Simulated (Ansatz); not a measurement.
Start from CsCaBr3 in the cubic perovskite structure (space group Pm-3m, No. 221; a = 5.6402 Å; a cell from a computed database, its experimental status unchecked). Axes: x, y, z lie along the cube axes.

Perturbation: biaxial strain +2.69 %, plane normal [001], relaxed out of plane (Cartesian); in-plane vectors clamped, the third vector and the atoms free.

Levels (all Ansatz, an electronic-structure program, PAW): PBEsol (420 eV, no spin-orbit coupling); r2SCAN (500 eV, no SOC); HSE06 (420 eV, no spin-orbit coupling).

One geometry, relaxed with PBEsol, under each level:

| level | band gap | lowest conduction level above the VBM at special points | pressure |
|---|---|---|---|
| PBEsol | 4.26 eV | Γ 4.26 eV; X 4.80 eV; Z 4.85 eV; M 5.72 eV | -0.84 GPa |
| r2SCAN | ? | ? | ? |
| HSE06 | 5.59 eV | Γ 5.59 eV; X 6.33 eV; Z 6.38 eV | – |

**Question.** Give the withheld r2SCAN results.

**Answer.** 
- r2SCAN, band gap: 5.15 eV
- r2SCAN, lowest conduction level above the VBM at special points: Γ 5.15 eV; X 5.46 eV; Z 5.51 eV; M 6.37 eV
- r2SCAN, pressure: -0.13 GPa

Single points use the geometry relaxed with PBEsol. Their cutoffs differ, which shifts pressures a little. HSE06 was sampled on its mesh, a few special points and the semilocal edge points, so its gap is an upper bound. Whether these cells are dynamically stable was not tested. Many cubic perovskites are stable only at high temperature; tilts and polar distortions were not tested. Labels are those of the standard path for the cell's own space group.
